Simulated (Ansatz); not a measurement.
**MgTe: band gap against strain**

MgTe (wurtzite, P6_3mc, 32.298 Å³/atom at rest, c along z) under an equal strain ε along all three axes. LDA in Ansatz, a plane-wave DFT program (PAW, default set), 420 eV, 9×9×5 Γ-centred mesh, Fermi-Dirac smearing 0.05 eV; ions are relaxed within the symmetry of each cell. Gaps are the smallest over the k-mesh and a band path, without spin-orbit coupling; in all rows the valence edge lies at Γ and the conduction edge at Γ.

Here s stands for strain and Eg for gap.

| strain (%) | gap (eV) |
|---|---|
| -3.00 | ? |
| -1.80 | 2.685 |
| -1.20 | 2.597 |
| -0.60 | 2.511 |
| 0.00 | 2.427 |

Fit Eg of the 4 rows that show it with a straight line. Means: s -0.90000, Eg 2.5550. About the means, the sum of products is -0.25800 and the sum of squares of s is 1.8000; the slope is their ratio. Least squares gives Eg = 2.4260 - 0.14333·s. Residuals (row less fit): 0.0010, -0.0010, -0.0010, 0.0010; standard error 0.0014 (degrees of freedom: 2). Over these rows the gap moves by -14 ± 0.1 eV per unit strain, or -4.8 eV per unit of ln V.

Predict the withheld Eg at s = -3.00 from the fit, and compare with the calculation.

Eg = 2.4260 - 0.14333 × (-3.0) = 2.8560 eV. The calculation gives 2.867 eV, 0.0110 eV above the prediction (2.5 % of the range of Eg in the table). The row lies outside the fitted rows, so this is an extrapolation. From the scatter of the fitted rows alone, a prediction at this place has a standard error of 0.0027 eV, so the miss is 4.1 times that.

One order more, fitted to all 6 runs of the series, follows each within 0.001, so the miss is the next term of a smooth law. Other structures, which can take over under pressure, weren't tried. Spin-orbit coupling is left out, which can shift this property for MgTe. Rows are the converged runs of the series near zero and its far end; series whose fitted rows scatter by over a few per cent of the range, as at a crossing or softening among them, aren't shown in this form. Most that stay on the fit to the last digits aren't either.
